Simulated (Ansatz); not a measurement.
Output of an Ansatz run (abridged):

```
WARN basis.ecutwfc = 420 eV, the default
WARN ansatz: RAYON_NUM_THREADS=1 ignored (pool sized by the plan → 1); use --threads N
Pseudopotentials: kind: paw
Pseudopotential: Si, paw, valence charge 4
Pseudopotential: Ni, paw, valence charge 18
Crystal: 3 atoms, lattice volume = 38.865 Å³
Basis set: ecut = 420 eV, 749 PW (Γ), exchange–correlation on 54×54×54 points (8 copies of the dense FFT grid, shifted against one another)
Bands: 17, of which v1, the nominal top of the filled ones, is band 13 counted from 1 (12 counted from 0)
Symmetry: 48 space group operations
Space group: Fm-3m (ITA 225), of the structure as read, at distance tolerance 3.4e-5 Å
k-points: 35 of 729
Initial density: superposition of atomic densities (neutral atoms: chi_scale 0, normalization atom), corrected by the library's trained network
Initial wavefunctions: pseudopotential atomic-orbital guess
Eigensolver: davidson
Functional: x = pbe(κ = 0.804, μ = 0.2195149727645171), c = pbe(β = 0.06672455060314922)
SCF iter   1: F=—  HF=-7112.376672 eV  |F-HF|=—  |Δ(HF+E_count)|=         —  Δρ=1.06e-2  dr2=3.14e-2  ethr=1.77e-3  ⟨swp⟩=5.1  Hψ=3044  notcnv=0
all-band conjugate gradients solve this SCF's bands
preconditioner: auto → Kerker (q_TF=auto, 2.551 Å⁻¹)
SCF iter   2: F=—  HF=-7112.374128 eV  |F-HF|=—  |Δ(HF+E_count)|=   2.54e-3  S|Δr|=    0.00e0  Δρ=3.43e-3  dr2=4.37e-3  ethr=1.21e-4  ⟨swp⟩=1.7  Hψ=909  notcnv=0
SCF iter   3: F=—  HF=-7112.373654 eV  |F-HF|=—  |Δ(HF+E_count)|=   4.74e-4  S|Δr|=    0.00e0  Δρ=9.17e-4  dr2=4.19e-4  ethr=1.68e-5  ⟨swp⟩=1.0  Hψ=591  notcnv=0  defer=2
SCF iter   4: F=—  HF=-7112.373650 eV  |F-HF|=—  |Δ(HF+E_count)|=   4.79e-6  S|Δr|=    0.00e0  Δρ=3.00e-4  dr2=3.50e-5  ethr=1.61e-6  ⟨swp⟩=2.5  Hψ=919  notcnv=0  defer=2
SCF iter   5: F=—  HF=-7112.373661 eV  |F-HF|=—  |Δ(HF+E_count)|=   1.12e-5  S|Δr|=    0.00e0  Δρ=8.60e-5  dr2=4.47e-6  ethr=1.35e-7  ⟨swp⟩=2.1  Hψ=757  notcnv=0  defer=2
SCF iter   6: F=—  HF=-7112.373663 eV  |F-HF|=—  |Δ(HF+E_count)|=   2.46e-6  S|Δr|=    0.00e0  Δρ=2.34e-5  dr2=4.04e-7  ethr=1.72e-8  ⟨swp⟩=2.3  Hψ=882  notcnv=0  defer=2
SCF iter   7: F=-7112.373663 eV  HF=-7112.373663 eV  |F-HF|=5.01e-8  |Δ(HF+E_count)|=   9.77e-8  S|Δr|=    0.00e0  Δρ=1.36e-5  dr2=6.82e-8  ethr=3.85e-10  ⟨swp⟩=5.9  Hψ=2817  notcnv=0
SCF 1 converged in 7 iterations: F = -7112.373663 eV  dr2 = 6.82e-8
SCF converged after 7 iterations
Stability not checked (fill_not_monotonic)
Free energy (F): -7112.373663 eV
Harris-Foulkes:  -7112.373663 eV  (|F-HF|=5.01e-8)
Internal energy: -7112.373907 eV  (E = F + TS)
E sigma→0 (E₀):  -7112.373724 eV
Entropy (-TS):   0.000244 eV (0.081 meV/atom)
Fermi energy:    13.615304 eV
--- Per-component energies (eV) ---
  E_band       = -338.725380
  E_kinetic    = 371.813848
  E_local      = -4884.724660  (includes V_loc(G=0)·N_el)
  E_nonlocal   = 679.492853
  E_hartree    = 2113.597272
  E_xc         = -199.952277
  E_vxc        = -209.384049  (∫ρ·V_xc dr)
  E_paw        = -2651.119203  (= ΣΔE_a)
  E_vpaw       = -523.094892  (= ΣTr[D̂ρ^β])
  E_aug_tail   = 0.000667  (compensation charges beyond the density's cutoff)
  E_ewald      = -2541.482407
  E_smearing   = 0.000244  (= −TS)
  E_closure    = -0.000000  (closes the sum)
  Σ components = -7112.373663   (vs F -7112.373663, Δ=0.00e0)
--- Forces (eV/Å), atoms counted from 1 ---
  atom   1  Si     0.00000000     0.00000000     0.00000000
   [... zero for the other atoms too ...]
  max |Σ_I F_I| component: 1.30e-16 eV/Å
--- Stress (GPa, compression-positive) ---
        6.558512      -0.000000       0.000000
       -0.000000       6.558512       0.000000
        0.000000       0.000000       6.558512
  P = ⅓ Tr σ = 6.5585 GPa (65.585 kbar)
  The stress holds the Pulay correction. Without it, at fixed plane waves, as pw.x and ABINIT print it: P = 6.5093 GPa
--- Band table (eV; the first three rows and the last of 35) ---
  k-point 0: bands = ["-91.1218", "-51.5194", "-51.5194", "-51.5194", "-0.4589", "8.2534", "8.2534", "8.2534", "9.9767", "9.9767", "13.3929", "15.3142", "15.3142", "15.3142", "15.7959", "15.7959", "15.7959"]
  k-point 1: bands = ["-91.1218", "-51.5195", "-51.5194", "-51.5194", "-0.2736", "7.8888", "8.3120", "8.3120", "9.9429", "9.9429", "12.9068", "14.2240", "14.5395", "14.5395", "16.5286", "16.5286", "17.5156"]
  k-point 2: bands = ["-91.1218", "-51.5198", "-51.5195", "-51.5195", "0.2765", "6.8933", "8.4588", "8.4588", "9.8949", "9.8949", "11.3809", "13.6338", "13.6338", "14.6033", "16.2156", "16.2156", "17.2420"]
  k-point 34: bands = ["-91.1218", "-51.5202", "-51.5200", "-51.5197", "3.9836", "4.7988", "6.6710", "6.8982", "9.5893", "9.7654", "10.0353", "10.3686", "11.1184", "15.3365", "16.1504", "17.8961", "19.5971"]
```

The structure:

```
CELL_PARAMETERS angstrom
      0.00000     2.68850     2.68850
      2.68850     0.00000     2.68850
      2.68850     2.68850     0.00000
ATOMIC_POSITIONS crystal
  Si 0.25000 0.25000 0.25000
  Si 0.75000 0.75000 0.75000
  Ni 0.00000 0.00000 0.00000
```

What input produced this log?

Other spellings and defaults could give the same log, and not every line can be read from it. The input that was run (DFT, PBE, plane waves, default PAW files):

Ansatz 0.2 input:
```yaml
crystal:
  lattice:
    - [0.00000000, 2.68850000, 2.68850000]
    - [2.68850000, 0.00000000, 2.68850000]
    - [2.68850000, 2.68850000, 0.00000000]
  atoms:
    - { symbol: Si, position: [0.25000000, 0.25000000, 0.25000000] }
    - { symbol: Si, position: [0.75000000, 0.75000000, 0.75000000] }
    - { symbol: Ni, position: [0.00000000, 0.00000000, 0.00000000] }
kpoints:
  mp_grid: { grid: [9, 9, 9] }
hamiltonian:
  xc: pbe
  pseudopotentials: { kind: paw }
scf:
  occupations: { method: methfessel_paxton, width: 0.1 eV }
output:
  forces: true
  eigenvalues: true
  stress: true
```

The starting cell has typed, rounded lattice constants, without a prior relaxation at this level. Its lattice was rescaled by a random factor within 2.5 % of one. Spin polarisation is off. With a pressure of about 7 GPa the cell is away from its equilibrium volume at this level. Ansatz's pressure includes its estimate of the finite-basis (Pulay) stress.

Ansatz is a quantum-chemistry and plane-wave program.
